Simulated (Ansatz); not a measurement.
Start from Cs2AgBiBr6 (space group Fm-3m, No. 225).

```
Cs2AgBiBr6
1.0
    0.00000     5.59369     5.59369
    5.59369     0.00000     5.59369
    5.59369     5.59369     0.00000
Bi Ag Cs Br
1 1 2 6
Direct
  0.00000   0.00000   0.00000
  0.50000   0.50000   0.50000
  0.25000   0.25000   0.25000
  0.75000   0.75000   0.75000
  0.25391   0.74609   0.25391
  0.25391   0.74609   0.74609
  0.74609   0.25391   0.74609
  0.74609   0.25391   0.25391
  0.25391   0.25391   0.74609
  0.74609   0.74609   0.25391
```

Cartesian axes are those of the cell as printed.

Computed with PBEsol (Ansatz, a program for electronic structure, PAW, spin-orbit coupling left out).

Before the change:

- Volume per atom: 35.00 Å³
- Band gap: 1.10 eV
- Smallest direct gap: 2.23 eV

Now apply this change: biaxial strain +2.50 %, plane normal [111], relaxed out of plane (Cartesian); in-plane vectors clamped, the third vector and the atoms free.

Problem. Estimate the effect on the volume per atom.

Solution. The volume per atom rises by 0.70 Å³ to 35.70 Å³.

Problem. How does this affect the in-plane stress?

Solution. The mean in-plane stress (compression positive) is -0.7 GPa.

Problem. What does the calculation give for the band gap after the change?

Solution. The band gap falls by 0.032 eV to 1.06 eV.

Problem. How does this affect the smallest direct gap?

Solution. The smallest direct gap drops by 0.11 eV to 2.12 eV.

With Bi present, leaving out spin-orbit coupling can change the band edges. Whether these cells are dynamically stable was not tested.
